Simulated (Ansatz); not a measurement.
The starting structures come from a database of crystals and need not be the phases stable at ambient conditions.

 Where the default PAW files enter, the runs use the earlier of Ansatz's two default sets.

Tunnelling through a barrier is set by its complex band structure: the current falls as exp(−2κd) with the smallest κ.

Given:

```
CoNaO2
1.0
    2.87719     0.00000     0.00000
    0.00000    10.38986     0.00000
    1.43859     0.00000     2.49172
Na Co O
2 2 4
Cartesian
  2.87719   7.79240   1.66115
  1.43859   2.59747   0.83057
  0.00000   5.19493   0.00000
  0.00000   0.00000   0.00000
  1.43859   6.18384   0.83057
  2.87719   4.20602   1.66115
  2.87719   0.98891   1.66115
  1.43859   9.40095   0.83057
```

Space group of this cell: P6_3/mmc. The cell is taken as given; by PBEsol its mean pressure is -1.3 GPa.

Transport runs along the normal of the first two printed cell vectors, the (100) plane of the conventional cell.

The gap is the functional's own. No spin-orbit coupling. Mid-gap values are interpolated on the energy grid.

### Question
State the band gap and the smallest decay constant κ at mid-gap according to PBEsol in Ansatz (a quantum-chemistry and plane-wave program).

### Answer
Gap 0.80 eV on a 12×4×12 mesh; κ = 0.236 1/Å, at the zone centre.
